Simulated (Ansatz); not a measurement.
## Short convergence ladders for a (001) slab of Al (cut from a parent of space group no. 225; 4 atoms in the cell)

```xyz
4
Lattice="2.8724 0.0000 0.0000 -2.8724 2.8724 0.0000 0.0000 0.0000 20.0933" Properties=species:S:1:pos:R:3 pbc="T T T"
Al     0.0000     0.0000     9.0311
Al    -1.4362     1.4362     7.0000
Al     0.0000     0.0000    13.0933
Al    -1.4362     1.4362    11.0622
```

Base method: PBEsol, default PAW files made with PBE (plane waves; Ansatz, an electronic-structure program).

Base settings: basis.ecutwfc = 30.9 Ry; kpoints.mp_grid.grid = 15 15 1; hamiltonian.xc = pbesol; hamiltonian.pseudopotentials = {kind: paw} (the program's default PAW files); scf.occupations.method = gaussian; scf.occupations.width = 0.0073 Ry.

The count of work is k-points × plane waves × bands × iterations; it is no time. 

**The plane-wave cutoff**

The mesh stays at the base's, so the ladder's end is converged at best in this setting alone.

Only quantities that move along the ladder and can be compared are tabulated.

```tsv
basis.ecutwfc	free energy less the last step's (meV/atom)	largest difference of a force vector from the last step's (eV/Å)	count of work / last
15.4 Ry	235.38	0.025	0.13
18.4 Ry	102.28	0.112	0.16
21.7 Ry	29.81	0.022	0.20
26.1 Ry	5.75	0.002	0.28
30.9 Ry	0.43	0.001	0.35
37.1 Ry	0.12	0.000	0.47
46.3 Ry	0.06	0.000	0.65
61.7 Ry	0.00	0.000	1.0
```

Coarsest basis.ecutwfc that holds the free energy within 1 meV/atom of the last step, with all finer ones: 30.9 Ry, at 0.35 of the last step's count of work; the step before is off by 5.8 meV/atom.

Coarsest basis.ecutwfc that holds the forces within 0.01 eV/Å of the last step, with all finer ones: 26.1 Ry, at 0.28 of the last step's count of work; the step before is off by 0.022 eV/Å.

**The depth of the relaxed slab**

On a (001) slab of Al (cut from a parent of space group no. 225; 2 atoms in the cell), and deeper slabs.

In this ladder: relax = atoms; relax.f_tol = 0.02 eV/Å.

Surface energy = (E_slab − N e_bulk)/2A, with e_bulk from the bulk crystal on its finest mesh (560 k-points); errors per atom of slab and bulk, whose meshes differ, grow with N.

The mesh stays at the base's, so the ladder's end is converged at best in this setting alone.

Only quantities that move along the ladder and can be compared are tabulated.

| atoms | surface energy (J/m²) | relaxation steps |
|---|---|---|
| 2 | 1.173 | 3 |
| 6 | 1.071 | 3 |
| 8 | 1.087 | 3 |
| 10 | 1.077 | 4 |

Smallest size that holds the surface energy within 0.05 J/m² of the last step, with all finer ones: 6; the step before is off by 0.097 J/m².

On the base run: the starting cell has typed, rounded lattice constants, without a prior relaxation at this level. The slab is cut from that crystal, and its faces are unrelaxed. Its lattice was rescaled by up to half a per cent.

Keys are those of Ansatz 0.2.
